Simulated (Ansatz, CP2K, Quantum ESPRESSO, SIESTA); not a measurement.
## Ca3GeN (P1, 5 atoms in the cell) computed with different codes at matched settings

Self-consistent single point, at a second geometry (atoms moved at random). First geometry:

```
CELL_PARAMETERS angstrom
      4.80418     0.00000     0.00000
      0.00000     4.80418     0.00000
      0.00000     0.00000     4.80418
ATOMIC_POSITIONS crystal
  Ca 0.50000 0.00000 0.50000
  Ca 0.00000 0.50000 0.50000
  Ca 0.50000 0.50000 0.00000
  Ge 0.00000 0.00000 0.00000
  N  0.50000 0.50000 0.50000
```

Second geometry:
```
Ca3GeN
1.0
    4.80418     0.00000     0.00000
    0.00000     4.80418     0.00000
    0.00000     0.00000     4.80418
Ca Ge N
3 1 1
Direct
  0.51282   0.99608   0.48781
  0.99484   0.50801   0.49276
  0.49199   0.49757   0.99811
  0.99815   0.00681   0.01078
  0.50219   0.49152   0.51054
```

Shared settings, as Ansatz (a first-principles code) writes them: kpoints.mp_grid.grid = 7 7 7; scf.occupations.method = fermi_dirac; scf.occupations.width = 0.1 eV. Potentials and cutoffs stand in the table.

```tsv
code	model	ΔF from the first geometry (meV/atom)	pressure (GPa)	largest force (eV/Å)	cutoff
SIESTA	LDA PW92, numerical atomic orbitals DZP, PseudoDojo LDA standard norm-conserving potentials (rewritten from UPF to PSML)	16.8	3.88	0.923	grid 350 Ry
Quantum ESPRESSO	LDA (PZ), PSlibrary PAW (LDA) pseudopotentials	8.6	-4.02	0.390	50 Ry
Ansatz	LDA (PW92), PAW files made with PBE	8.6	-3.94	0.387	default
CP2K	LDA (Pade form), GPW, DZVP-MOLOPT-SR-GTH basis, GTH-PADE potentials (GTH_POTENTIALS)	9.1	-2.57	0.410	grid 500 Ry
```

Size of the force on each atom (eV/Å): Sizes of forces hide their directions.

```csv
code,Ca1,Ca2,Ca3,Ge4,N5
SIESTA,0.564,0.688,0.319,0.340,0.923
Quantum ESPRESSO,0.377,0.371,0.080,0.138,0.390
Ansatz,0.377,0.370,0.082,0.136,0.387
CP2K,0.388,0.395,0.074,0.153,0.410
```

The spread over the programs that give each value: ΔF from the first geometry within 8.2 meV/atom; pressure within 7.90 GPa; largest force within 0.536 eV/Å.

SIESTA and CP2K use small atom-centred bases, whose incompleteness enters pressures, forces and empty levels differently from a plane-wave cutoff. Ansatz's pressure is given at a fixed set of plane waves, as the other plane-wave codes print theirs; with its correction for the finite basis it is -3.87 GPa. The same LDA comes in different parametrisations, which differ slightly. In the pressure, SIESTA (by 7.86) and CP2K (by 1.41) lie more than 1 GPa from the median of the plane-wave programs. In the force vectors, SIESTA (by 0.545) lies more than 0.08 eV/Å from the median of the plane-wave programs.

The starting cell comes from a database of computed structures (which also holds hypothetical and non-ambient phases and stackings), without a prior relaxation at this level. For this run, on top of that: atoms moved at random.

Keys are those of Ansatz 0.2.
